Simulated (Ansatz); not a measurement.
Start from GeSe in the GeS type structure (space group Pnma, No. 62; a = 10.520 Å, b = 3.824 Å, c = 4.142 Å; layered, stacked along the Cartesian x axis). Axes: x, y, z lie along a, b, c of the conventional cell.

Level of theory: PBEsol-D3(BJ) (Ansatz, a program for electronic structure), no spin-orbit coupling, earlier PAW set.

For the base:

The band gap is 0.11 eV and the volume per atom comes out as 20.83 Å³.

Modification: uniaxial stress, 1 GPa tension along x, with the cell and atoms free to relax against it.

Q: How does this affect the band gap?

A: The band gap goes from 0.11 eV to zero.

Q: What happens to the volume per atom?

A: The volume per atom increases by 0.236 Å³ to 21.06 Å³.

Q: What does the calculation give for the energy relative to the base after the change?

A: The energy grows by 0.9 meV/atom.

Load acts through the strain it causes; cell and atoms are relaxed under it. Stability under load was not tested beyond the relaxation. The final runs are not spin-polarised. Gaps under 0.05 eV, about the width of the smearing, are given as zero. The zero or small gap of GeSe can change with the level of theory.
